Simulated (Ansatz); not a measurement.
Results of LDA in Ansatz (PAW) for C (model structure, P-3m1, No. 164, 18 atoms in the cell).

Numerical settings: plane-wave cutoff 520 eV, 18×18×2 k mesh (along the axes of the cell as run), Fermi–Dirac smearing 0.01 eV, scalar-relativistic PAW data made under PBE.

Cell (relaxed at this level):

```xyz
18
Lattice="2.4908 0.0000 0.0000 -1.2454 2.1571 0.0000 0.0000 0.0000 18.4692" Properties=species:S:1:pos:R:3 pbc="T T T"
C      0.0000     0.0000    12.5783
C      0.0000     0.0000    14.1063
C      0.0000     1.4381    14.6171
C      0.0000     1.4381    16.1450
C      1.2454     0.7190    16.6595
C      1.2454     0.7190    18.2101
C      0.0000     1.4381     0.2591
C      0.0000     1.4381     1.8096
C      1.2454     0.7190     2.3242
C      1.2454     0.7190     3.8520
C      0.0000     0.0000     4.3628
C      0.0000     0.0000     5.8908
C      0.0000     1.4381     6.4048
C      0.0000     1.4381     7.9569
C      0.0000     0.0000     8.4710
C      0.0000     0.0000     9.9981
C      1.2454     0.7190    10.5122
C      1.2454     0.7190    12.0643
```

Q: Estimate the band gap and smallest direct gap on the k points sampled that the calculation returns.

A: 
- band gap: 4.51 eV (indirect)
- smallest direct gap on the k points sampled: 5.33 eV

Note: the relaxation could raise the start's symmetry but not lower it, so the cell can be a saddle point.

A model structure was made by putting elements into a prototype or built by hand; it is no filed structure, need not be a known phase, and can be a saddle point held by its symmetry.

Ansatz is a quantum-chemistry and plane-wave program.
